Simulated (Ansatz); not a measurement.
## BN under a change: H interstitial (started 1.57 Å from the nearest host atom), symmetric start

Start from a 16-atom supercell of BN in the zinc blende structure (space group F-43m, No. 216; a = 3.625 Å) at its relaxed geometry.

The change: one H atom is added in an open site, starting 1.57 Å from the nearest host atom, atoms relaxed at fixed cell.

Level of theory: plane-wave PAW DFT at the PBE level (Ansatz, an electronic-structure program, 420 eV), no SOC. k-mesh 6×6×6 (Γ-centred); smearing 0.01 eV (Fermi–Dirac).

The pressure goes from zero to 12.8 GPa and the largest displacement of a host atom from its site in the perfect cell is 0.02 Å.

Other magnetic orders, which the real material may have, were not ruled out. In so small a cell the defect repeats every few ångströms: this is an ordered compound, not a dilute defect. The mesh was chosen for an insulator and is coarse for the gapless case. The defect started on the symmetric site and kept its symmetry, so it may sit on a saddle. The defect cell is spin-polarised and ends with 0.8 μB, a fractional moment that hangs on the mesh and smearing.
